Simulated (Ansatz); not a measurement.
Ansatz (an electronic-structure program) run on InBi₂S₄Cl (C2/m, 8 atoms in the cell): self-consistent single point

Method: LDA (PW92), default PAW files made with PBE (plane waves; Ansatz).

Input:

Ansatz 0.2 input:
```yaml
# InBi2S4Cl
crystal:
  lattice:
    - [6.320314, -1.977294, 0.000000]
    - [6.320314, 1.977294, 0.000000]
    - [-3.722189, 0.000000, 7.794978]
  atoms:
    - { symbol: In, position_ang: [0.000000, 0.000000, 0.000000] }
    - { symbol: Bi, position_ang: [9.033445, 0.000000, 2.144866] }
    - { symbol: Bi, position_ang: [-0.115006, 0.000000, 5.650112] }
    - { symbol: S, position_ang: [0.885991, 0.000000, 2.470073] }
    - { symbol: S, position_ang: [8.032448, -0.000000, 5.324905] }
    - { symbol: S, position_ang: [4.533757, -0.000000, 0.421552] }
    - { symbol: S, position_ang: [4.384682, -0.000000, 7.373426] }
    - { symbol: Cl, position_ang: [4.459219, 0.000000, 3.897489] }
basis:
  ecutwfc: 420.0
kpoints:
  mp_grid: { grid: [6, 6, 2] }
hamiltonian:
  xc: lda
  pseudopotentials: { kind: paw }
scf:
  occupations: { method: fermi_dirac, width: 0.02 }
output:
  forces: true
  eigenvalues: true
  stress: true
```

Log, with long lists cut:

```
WARN ansatz: RAYON_NUM_THREADS=1 ignored (pool sized by the plan → 1); use --threads N
Pseudopotentials: kind: paw
Pseudopotential: In, paw, valence charge 13
Pseudopotential: Bi, paw, valence charge 15
Pseudopotential: S, paw, valence charge 6
Pseudopotential: Cl, paw, valence charge 7
Crystal: 8 atoms, lattice volume = 194.830 Å³
Basis set: ecut = 420 eV, 3793 PW (Γ)
Bands: 45, of which v1, the nominal top of the filled ones, is band 37 counted from 1 (36 counted from 0)
Symmetry: 4 space group operations
Space group: C2/m (ITA 12), of the structure as read, at distance tolerance 5.8e-5 Å
k-points: 26 of 72
PAW frozen core: In, regenerated for the run's functional, and the local potential with it
PAW frozen core: Bi, regenerated for the run's functional, and the local potential with it
PAW frozen core: S, regenerated for the run's functional, and the local potential with it
PAW frozen core: Cl, regenerated for the run's functional, and the local potential with it
Initial density: superposition of atomic densities (neutral atoms: chi_scale 0, normalization atom), corrected by the library's trained network
Initial wavefunctions: pseudopotential atomic-orbital guess
Eigensolver: davidson
Functional: x = slater, c = lda
SCF iter   1: F=—  HF=-34155.439461 eV  |F-HF|=—  |Δ(HF+E_count)|=         —  Δρ=7.63e-3  dr2=1.47e-1  ethr=1.77e-3  ⟨swp⟩=7.7  Hψ=5250  notcnv=0
all-band conjugate gradients solve this SCF's bands
preconditioner: auto → Resta (q_TF=auto, 2.322 Å⁻¹)
SCF iter   2: F=—  HF=-34155.408438 eV  |F-HF|=—  |Δ(HF+E_count)|=   3.10e-2  Δρ=4.03e-3  dr2=4.24e-2  ethr=1.99e-4  ⟨swp⟩=1.9  Hψ=1444  notcnv=0  defer=27
SCF iter   3: F=—  HF=-34155.396590 eV  |F-HF|=—  |Δ(HF+E_count)|=   1.18e-2  Δρ=5.30e-4  dr2=6.84e-4  ethr=5.74e-5  ⟨swp⟩=2.3  Hψ=1694  notcnv=0  defer=28
SCF iter   4: F=—  HF=-34155.396443 eV  |F-HF|=—  |Δ(HF+E_count)|=   1.47e-4  Δρ=1.18e-4  dr2=2.58e-5  ethr=9.25e-7  ⟨swp⟩=2.6  Hψ=2245  notcnv=0  defer=28
SCF iter   5: F=—  HF=-34155.396486 eV  |F-HF|=—  |Δ(HF+E_count)|=   4.27e-5  Δρ=2.80e-5  dr2=2.01e-6  ethr=3.49e-8  ⟨swp⟩=2.4  Hψ=1926  notcnv=0  defer=28
SCF iter   6: F=—  HF=-34155.396486 eV  |F-HF|=—  |Δ(HF+E_count)|=   2.03e-7  Δρ=5.26e-6  dr2=1.11e-7  ethr=2.72e-9  ⟨swp⟩=2.8  Hψ=1985  notcnv=0  defer=28
SCF iter   7: F=-34155.396486 eV  HF=-34155.396486 eV  |F-HF|=3.04e-9  |Δ(HF+E_count)|=   2.17e-9  Δρ=1.56e-6  dr2=7.65e-9  ethr=1.35e-10  ⟨swp⟩=9.5  Hψ=5005  notcnv=0
SCF 1 converged in 7 iterations: F = -34155.396486 eV  dr2 = 7.65e-9
SCF converged after 7 iterations
Free energy (F): -34155.396486 eV
Harris-Foulkes:  -34155.396486 eV  (|F-HF|=3.04e-9)
Internal energy: -34155.396486 eV  (E = F + TS)
E sigma→0 (E₀):  -34155.396486 eV
Fermi energy:    7.271443 eV
--- Per-component energies (eV) ---
  E_band       = -316.268342
  E_kinetic    = 1429.678800
  E_local      = -5220.769386  (includes V_loc(G=0)·N_el)
  E_nonlocal   = 1652.575658
  E_hartree    = 1793.562437
  E_xc         = -1002.462939
  E_vxc        = -858.819314  (∫ρ·V_xc dr)
  E_paw        = -27623.567556  (= ΣΔE_a)
  E_vpaw       = -906.060643  (= ΣTr[D̂ρ^β])
  E_aug_tail   = -0.000913  (compensation charges beyond the density's cutoff)
  E_ewald      = -5185.490634
  E_core_change = 1.078049  (= ΣΔE_core)
  E_smearing   = -0.000000  (= −TS)
  E_closure    = 0.000000  (closes the sum)
  Σ components = -34155.396486   (vs F -34155.396486, Δ=0.00e0)
--- Forces (eV/Å), atoms counted from 1 ---
  atom   1  In     0.00000000     0.00000000     0.00000000
  atom   2  Bi    -0.17722073     0.00000000    -0.12620049
  atom   3  Bi     0.17722073     0.00000000     0.12620049
  atom   4  S      0.23567586     0.00000000    -0.18686370
  atom   5  S     -0.23567586     0.00000000     0.18686370
  atom   6  S      0.09177096     0.00000000    -0.15972307
  atom   7  S     -0.09177096     0.00000000     0.15972307
  atom   8  Cl     0.00000000     0.00000000     0.00000000
  max |Σ_I F_I| component: 5.55e-17 eV/Å
--- Stress (GPa, compression-positive) ---
       -5.081760       0.000000      -0.310290
        0.000000      -5.243125       0.000000
       -0.310291       0.000000      -5.188225
  P = ⅓ Tr σ = -5.1710 GPa (-51.710 kbar)
  The stress holds the Pulay correction. Without it, at fixed plane waves, as pw.x and ABINIT print it: P = -5.1917 GPa
--- Band table (eV; the first three rows and the last of 26) ---
  k-point 0: bands = ["-15.7903", "-15.7901", "-15.7685", "-15.7659", "-15.7546", "-15.7531", "-15.7337", "-15.7308", "-15.7282", "-15.7281", "-7.3547", "-7.2328", "-7.0241", "-6.9778", "-6.9470", "-6.9136", "-6.3773", "-5.8045", "-4.6859", [...]
  k-point 1: bands = ["-15.7911", "-15.7894", "-15.7673", "-15.7671", "-15.7553", "-15.7529", "-15.7325", "-15.7314", "-15.7288", "-15.7275", "-7.2654", "-7.1229", "-7.0241", "-7.0004", "-6.9678", "-6.9136", "-6.5921", "-6.0164", "-4.4926", [...]
  k-point 2: bands = ["-15.7817", "-15.7816", "-15.7726", "-15.7709", "-15.7539", "-15.7522", "-15.7332", "-15.7320", "-15.7306", "-15.7290", "-7.2790", "-7.1345", "-7.0894", "-6.9620", "-6.9420", "-6.9230", "-6.2880", "-5.6040", "-4.6440", [...]
  k-point 25: bands = ["-15.7912", "-15.7892", "-15.7673", "-15.7671", "-15.7546", "-15.7532", "-15.7325", "-15.7317", "-15.7282", "-15.7281", "-7.3034", "-7.0513", "-7.0235", "-6.9957", "-6.9522", "-6.9137", "-6.2971", "-6.1590", "-4.7827", [...]
```

The run converged in 7 iterations.

The starting cell comes from a database of computed structures (which also holds hypothetical and non-ambient phases and stackings), without a prior relaxation at this level. Its lattice was rescaled by up to half a per cent. Spin-orbit coupling is off. With a pressure of about -5 GPa the cell is away from its equilibrium volume at this level. Ansatz's pressure includes its estimate of the finite-basis (Pulay) stress.
